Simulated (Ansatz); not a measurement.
A self-consistent single point of the (110) slab of Mo (cut from a parent of space group no. 229; 5 atoms in the cell) with Ansatz (an electronic-structure program)

Computed with LDA (PW92), default PAW files made with PBE (plane waves; Ansatz).

Input as run:

Ansatz 0.2 input:
```yaml
# Mo
crystal:
  lattice:
    - [2.714340, 0.000000, 0.000000]
    - [-3.619120, 2.559104, 0.000000]
    - [0.000000, 0.000000, 22.864996]
  atoms:
    - { symbol: Mo, position: [0.000000, 0.000000, 0.306145] }
    - { symbol: Mo, position: [1.000000, 0.500000, 0.403070] }
    - { symbol: Mo, position: [0.000000, 0.000000, 0.500000] }
    - { symbol: Mo, position: [1.000000, 0.500000, 0.596925] }
    - { symbol: Mo, position: [0.000000, 0.000000, 0.693855] }
basis:
  ecutwfc: 30.9 Ry
kpoints:
  mp_grid:
    grid: [10, 10, 1]
hamiltonian:
  xc: lda
  pseudopotentials:
    kind: paw
scf:
  occupations:
    method: fermi_dirac
    width: 0.0073 Ry
output:
  forces: true
  eigenvalues: true
  stress: true
```

The program printed (abridged):

```
WARN the atoms were moved onto the symmetric positions of the space group found under crystal.symmetry.tolerance 1.0e-5 (fractional …
WARN ansatz: RAYON_NUM_THREADS=1 ignored (pool sized by the plan → 1); use --threads N
Pseudopotentials: kind: paw
Pseudopotential: Mo, paw, valence charge 14
Crystal: 5 atoms, lattice volume = 158.827 Å³
Basis set: ecut = 420.4159175005146 eV, 3175 PW (Γ)
Bands: 42, of which v1, the nominal top of the filled ones, is band 35 counted from 1 (34 counted from 0)
Symmetry: 8 space group operations
Space group: Cmmm (ITA 65), of the structure as read, at distance tolerance 5.4e-5 Å
k-points: 31 of 100
PAW frozen core: Mo, regenerated for the run's functional, and the local potential with it
Initial density: superposition of atomic densities (neutral atoms: chi_scale 0, normalization atom), corrected by the library's trained network
Initial wavefunctions: pseudopotential atomic-orbital guess
Eigensolver: davidson
Functional: x = slater, c = lda
SCF iter   1: F=—  HF=-24211.408145 eV  |F-HF|=—  |Δ(HF+E_count)|=         —  Δρ=6.02e-3  dr2=1.11e-1  ethr=1.77e-3  ⟨swp⟩=9.0  Hψ=13629  notcnv=0  defer=7
all-band conjugate gradients solve this SCF's bands
automatic band count: the SCF goes on with 49 bands, as 42 were too few: the levels above may hold too much charge
preconditioner: auto → LDOS
SCF iter   2: F=—  HF=-24211.404489 eV  |F-HF|=—  |Δ(HF+E_count)|=   3.66e-3  Δρ=1.99e-3  dr2=1.76e-2  ethr=1.59e-4  ⟨swp⟩=2.2  Hψ=2327  notcnv=0  defer=9
SCF iter   3: F=—  HF=-24211.402140 eV  |F-HF|=—  |Δ(HF+E_count)|=   2.35e-3  Δρ=7.42e-4  dr2=3.04e-3  ethr=2.51e-5  ⟨swp⟩=2.7  Hψ=2662  notcnv=0  defer=9
SCF iter   4: F=—  HF=-24211.401586 eV  |F-HF|=—  |Δ(HF+E_count)|=   5.54e-4  Δρ=1.52e-4  dr2=6.60e-5  ethr=4.35e-6  ⟨swp⟩=2.4  Hψ=2107  notcnv=0  defer=9
SCF iter   5: F=—  HF=-24211.401683 eV  |F-HF|=—  |Δ(HF+E_count)|=   9.71e-5  Δρ=3.98e-5  dr2=5.97e-6  ethr=9.43e-8  ⟨swp⟩=2.4  Hψ=2468  notcnv=0  defer=9
SCF iter   6: F=—  HF=-24211.401684 eV  |F-HF|=—  |Δ(HF+E_count)|=   1.21e-6  Δρ=1.74e-5  dr2=1.20e-6  ethr=8.53e-9  ⟨swp⟩=2.7  Hψ=2477  notcnv=0  defer=9
SCF iter   7: F=-24211.401684 eV  HF=-24211.401684 eV  |F-HF|=2.06e-8  |Δ(HF+E_count)|=   1.16e-7  Δρ=4.73e-6  dr2=5.83e-8  ethr=1.43e-10  ⟨swp⟩=9.0  Hψ=7809  notcnv=0
SCF 1 converged in 7 iterations: F = -24211.401684 eV  dr2 = 5.83e-8
SCF converged after 7 iterations
Free energy (F): -24211.401684 eV
Harris-Foulkes:  -24211.401684 eV  (|F-HF|=2.06e-8)
Internal energy: -24211.247124 eV  (E = F + TS)
E sigma→0 (E₀):  -24211.324404 eV
Entropy (-TS):   -0.154560 eV (-30.912 meV/atom)
Fermi energy:    7.821782 eV
--- Per-component energies (eV) ---
  E_band       = -1194.250025
  E_kinetic    = 2202.010322
  E_local      = -70012.218487  (includes V_loc(G=0)·N_el)
  E_nonlocal   = 740.944797
  E_hartree    = 33875.562165
  E_xc         = -908.373175
  E_vxc        = -1138.417355  (∫ρ·V_xc dr)
  E_paw        = -15447.318503  (= ΣΔE_a)
  E_vpaw       = -737.640348  (= ΣTr[D̂ρ^β])
  E_aug_tail   = 0.000159  (compensation charges beyond the density's cutoff)
  E_ewald      = 25335.781517
  E_core_change = 2.364081  (= ΣΔE_core)
  E_smearing   = -0.154560  (= −TS)
  E_closure    = -0.000000  (closes the sum)
  Σ components = -24211.401684   (vs F -24211.401684, Δ=0.00e0)
--- Forces (eV/Å), atoms counted from 1 ---
  atom   1  Mo    -0.00000000     0.00000000     0.88006284
  atom   2  Mo     0.00000000     0.00000000    -0.61977668
  atom   3  Mo     0.00000000     0.00000000     0.00000000
  atom   4  Mo    -0.00000000     0.00000000     0.61977668
  atom   5  Mo     0.00000000    -0.00000000    -0.88006284
  max |Σ_I F_I| component: 2.22e-16 eV/Å
--- Stress (GPa, compression-positive) ---
       -7.824250       0.314219      -0.000000
        0.314219      -7.602064      -0.000000
       -0.000000      -0.000000      -5.098860
  P = ⅓ Tr σ = -6.8417 GPa (-68.417 kbar)
  The stress holds the Pulay correction. Without it, at fixed plane waves, as pw.x and ABINIT print it: P = -6.8473 GPa
--- Band table (eV; the first three rows and the last of 31) ---
  k-point 0: bands = ["-53.3691", "-53.2982", "-53.1701", "-53.0298", "-53.0253", "-28.0182", "-27.7169", "-27.3075", "-27.0954", "-26.9745", "-26.9595", "-26.7789", "-26.7275", "-26.7114", "-26.7107", "-26.6753", "-26.5883", "-26.5760", "-26.4422", [...]
  k-point 1: bands = ["-53.3504", "-53.2830", "-53.1595", "-53.0183", "-53.0145", "-27.9813", "-27.7081", "-27.3491", "-27.1359", "-27.0298", "-26.9781", "-26.7889", "-26.7834", "-26.7599", "-26.7562", "-26.7179", "-26.6398", "-26.6205", "-26.4859", [...]
  k-point 2: bands = ["-53.2997", "-53.2428", "-53.1332", "-52.9882", "-52.9860", "-27.8849", "-27.7130", "-27.4943", "-27.3098", "-27.2014", "-27.0294", "-26.9676", "-26.9511", "-26.8398", "-26.8148", "-26.8099", "-26.7252", "-26.7067", "-26.5234", [...]
  k-point 30: bands = ["-53.0940", "-53.0464", "-52.9485", "-52.8011", "-52.7998", "-28.1193", "-27.9976", "-27.8116", "-27.6366", "-27.6321", "-27.6185", "-27.5867", "-27.4964", "-27.3727", "-27.2765", "-27.0817", "-27.0783", "-27.0622", [...]
```

The run converged in 7 iterations.

The starting cell has typed, rounded lattice constants, without a prior relaxation at this level. The slab is cut from that crystal, and its faces are unrelaxed. Its lattice was rescaled by up to half a per cent. Spin polarisation is off.
